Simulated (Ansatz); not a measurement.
Base system: AlCo in the CsCl type structure (space group Pm-3m, No. 221; a = 2.824 Å; weakly magnetic (sensitive to the mesh); relaxed with 0.1 eV smearing). Axes: x, y, z lie along the cube axes.

Level of theory: r2SCAN (Ansatz, a first-principles code, PAW, no spin-orbit coupling), earlier PAW set.

The change: biaxial strain −1.31 %, plane normal [001], relaxed out of plane (Cartesian); in-plane vectors clamped, the third vector and the atoms free.

### Question
What does the calculation give for the in-plane stress, ratio −ε⊥/ε∥ and energy relative to the base after the change?

### Answer
The mean in-plane stress (compression positive) amounts to +3.9 GPa; the ratio −ε⊥/ε∥ amounts to 1.11; the energy grows by 3.6 meV/atom.

The magnetic state is the one reached from the starting moments; the real material's order can differ, and small cells can't hold many antiferromagnetic ones. Whether these cells are dynamically stable was not tested. Seeded moments were not kept for the base.
